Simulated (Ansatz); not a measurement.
Seebeck coefficient (μV/K, mean over directions) of p-type MgS (Fm-3m) against carrier density, Ansatz (a program for electronic structure) with HSE06, rigid bands. Computed gap 3.83 eV; densities at which minority carriers matter at this gap, or further valleys turn the trend, are left out. Conductivity mass 0.95 mₑ (harmonic mean over directions), N_v = 1.7e20 cm⁻³ at 300 K.

| hole density | 300 K | 500 K |
|---|---|---|
| 1e16 cm⁻³ | 1046 | 1109 |
| 1e17 cm⁻³ | 848 | 911 |
| 1e18 cm⁻³ | 649 | 712 |
| 3e18 cm⁻³ | 555 | 618 |
| 1e19 cm⁻³ | 451 | 514 |
| 3e19 cm⁻³ | [?] | [?] |
| 1e20 cm⁻³ | 257 | 318 |
| 3e20 cm⁻³ | 170 | 227 |
| 1e21 cm⁻³ | 91 | [?] |

Question: Fill in the missing entries.

Answer: 
- 3e19 cm⁻³, 300 K: 357
- 3e19 cm⁻³, 500 K: 420
- 1e21 cm⁻³, 500 K: 137

Rigid bands with a gap fixed in temperature, one relaxation time for all states, no polarons or phonon drag, and whether or not such doping can be reached. Spin-orbit coupling is left out; where it splits the top of the valence band, N_v and the p-type Seebeck coefficient come out somewhat high without it. Geometry: cell and atoms relaxed with PBEsol.
